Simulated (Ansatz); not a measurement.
## How far to go with the plane-wave cutoff: Ba2H3I (P3m1, 6 atoms in the cell)

```yaml
crystal:
  lattice:
    - [4.51372, 0.00000, 0.00000]
    - [-2.25686, 3.90899, 0.00000]
    - [0.00000, 0.00000, 8.07895]
  atoms:
    - { symbol: Ba, position: [0.66667, 0.33333, 0.69091] }
    - { symbol: Ba, position: [0.33333, 0.66667, 0.31528] }
    - { symbol: H, position: [0.66667, 0.33333, 0.35610] }
    - { symbol: H, position: [0.33333, 0.66667, 0.64390] }
    - { symbol: H, position: [0.00000, 0.00000, 0.50000] }
    - { symbol: I, position: [0.00000, 0.00000, 0.00000] }
```

Method of the run: LDA (PW92), default PAW files made with PBE (plane waves; Ansatz, a first-principles code).

Base settings: basis.ecutwfc = 30.9 Ry; kpoints.mp_grid.grid = 6 6 3; hamiltonian.xc = lda; hamiltonian.pseudopotentials = {kind: paw} (the program's default PAW files); scf.occupations.method = fixed.

The second cell is the first with its lattice scaled by 0.98.

The mesh stays at the base's, so the ladder's end is converged at best in this setting alone.

The first pressure column holds Ansatz's estimate of the finite-basis (Pulay) stress, which hides part of the cutoff error; the other is without it.

Only quantities that move along the ladder and can be compared are tabulated.

The count of work is k-points × plane waves × bands × iterations; it is no time. 

The starting cell comes from a database of computed structures (which also holds hypothetical and non-ambient phases and stackings), without a prior relaxation at this level. Its lattice was rescaled by up to half a per cent. One atom was moved a little off its site on purpose.

| basis.ecutwfc | free energy less the last step's (meV/atom) | energy of the compressed cell less the first (meV/atom) | pressure (GPa) | pressure without the Pulay estimate (GPa) | largest difference of a force vector from the last step's (eV/Å) | count of work / last |
|---|---|---|---|---|---|---|
| 10.7 Ry | 16152.45 | 134.60 | -7.46 | -438.17 | 0.467 | 0.063 |
| 12.5 Ry | 5854.53 | 27.17 | -3.44 | -188.46 | 0.247 | 0.080 |
| 14 Ry | 2517.33 | 1.80 | -2.73 | -91.65 | 0.265 | 0.097 |
| 15.4 Ry | 1149.57 | -5.27 | -2.24 | -47.36 | 0.049 | 0.096 |
| 16.9 Ry | 490.45 | -10.99 | -2.86 | -23.86 | 0.056 | 0.11 |
| 18.4 Ry | 210.65 | -17.90 | -2.78 | -12.77 | 0.025 | 0.12 |
| 21.7 Ry | 31.44 | -18.11 | -2.81 | -4.53 | 0.004 | 0.16 |
| 24.6 Ry | 7.07 | -17.67 | -2.82 | -3.15 | 0.001 | 0.19 |
| 27.9 Ry | 2.34 | -17.72 | -2.82 | -2.91 | 0.000 | 0.23 |
| 30.9 Ry | 0.99 | -17.73 | -2.83 | -2.87 | 0.000 | 0.27 |
| 33.8 Ry | 0.39 | -17.74 | -2.83 | -2.85 | 0.000 | 0.31 |
| 37.1 Ry | 0.13 | -17.74 | -2.83 | -2.83 | 0.000 | 0.35 |
| 41.5 Ry | 0.06 | -17.74 | -2.83 | -2.83 | 0.000 | 0.42 |
| 46.3 Ry | 0.04 | -17.74 | -2.83 | -2.83 | 0.000 | 0.50 |
| 54 Ry | 0.02 | -17.74 | -2.83 | -2.83 | 0.000 | 0.62 |
| 61.7 Ry | 0.01 | -17.74 | -2.83 | -2.83 | 0.000 | 0.76 |
| 74.2 Ry | 0.00 | -17.74 | -2.83 | -2.83 | 0.000 | 1.0 |

Coarsest basis.ecutwfc that holds the energy of the compressed cell less the first within 0.2 meV/atom of the last step, with all finer ones: 24.6 Ry, at 0.19 of the last step's count of work; the step before is off by 0.36 meV/atom.

Coarsest basis.ecutwfc that holds the forces within 0.02 eV/Å of the last step, with all finer ones: 21.7 Ry, at 0.16 of the last step's count of work; the step before is off by 0.025 eV/Å.

Coarsest basis.ecutwfc that holds the pressure without the Pulay estimate within 0.5 GPa of the last step, with all finer ones: 24.6 Ry, at 0.19 of the last step's count of work; the step before is off by 1.7 GPa.

The energy difference between the two cells stays within 1 meV/atom of the last step's from 18.4 Ry on, the total only from 30.9 Ry on: much of the error is common to both cells and cancels.

At the lowest cutoff the pressure without the Pulay estimate lies 435 GPa under the last step's, the usual sign of Pulay stress in an incomplete plane-wave basis.

Keys are those of Ansatz 0.2.
